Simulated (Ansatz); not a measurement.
SiO2 (P4₁2₁2, No. 92), treated with LDA (plane waves, PAW; Ansatz, an electronic-structure program).

Numerical settings: plane-wave cutoff 520 eV, 8×8×6 k mesh (along the axes of the cell as run), Fermi–Dirac smearing 0.01 eV, scalar-relativistic PAW data made under PBE.

Cell (relaxed at this level):

```yaml
crystal:
  lattice:
    - [4.94290, 0.00000, 0.00000]
    - [0.00000, 4.94290, 0.00000]
    - [0.00000, 0.00000, 6.86703]
  atoms:
    - { symbol: Si, position: [0.30461, 0.30461, 0.00000] }
    - { symbol: Si, position: [0.19539, 0.80461, 0.25000] }
    - { symbol: Si, position: [0.69539, 0.69539, 0.50000] }
    - { symbol: Si, position: [0.80461, 0.19539, 0.75000] }
    - { symbol: O, position: [0.23722, 0.11383, 0.18359] }
    - { symbol: O, position: [0.38617, 0.73722, 0.43359] }
    - { symbol: O, position: [0.76278, 0.88617, 0.68359] }
    - { symbol: O, position: [0.61383, 0.26278, 0.93359] }
    - { symbol: O, position: [0.73722, 0.38617, 0.56641] }
    - { symbol: O, position: [0.88617, 0.76278, 0.31641] }
    - { symbol: O, position: [0.26278, 0.61383, 0.06641] }
    - { symbol: O, position: [0.11383, 0.23722, 0.81641] }
```

**Question.** Predict the band gap.

**Answer.** 
band gap: 5.56 eV (on the SCF k mesh)

Computed values are for the static lattice.

It cost about 11 core-minutes (a rough figure) of CPU time.
